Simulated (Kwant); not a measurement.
System: wire with a row of barriers in a GaN two-dimensional gas. Effective mass 0.22 mₑ, grid spacing 3.3 nm, hard walls, nominal width 80 nm (25 grid rows, so walls 85.8 nm apart), one parabolic valley, scattering region 330 nm long along x; energies count from the band bottom; Fermi energy swept from 0.00021365 to 0.0025371 eV. 3 barrier(s) across the wire, height 0.016 eV, thickness 9.9 nm (about 3 grid columns), spaced by 19.8 nm.

Constants are typed, rounded textbook-type inputs, not results; the design itself was drawn at random and stands for no fabricated device.

Kwant, effective-mass tight-binding model on a square grid, one spin, coherent transport at 0 K. Conductance is in e²/h.

Task: How many channels do the leads carry at E = 1.09, 1.78 meV?

Result: The hard-wall thresholds are n² ħ²π²/(2mW²) = n² × 0.232 meV with W = 85.8 nm. √(1.09/0.232) = 2.17, so 2. √(1.78/0.232) = 2.77, so 2.
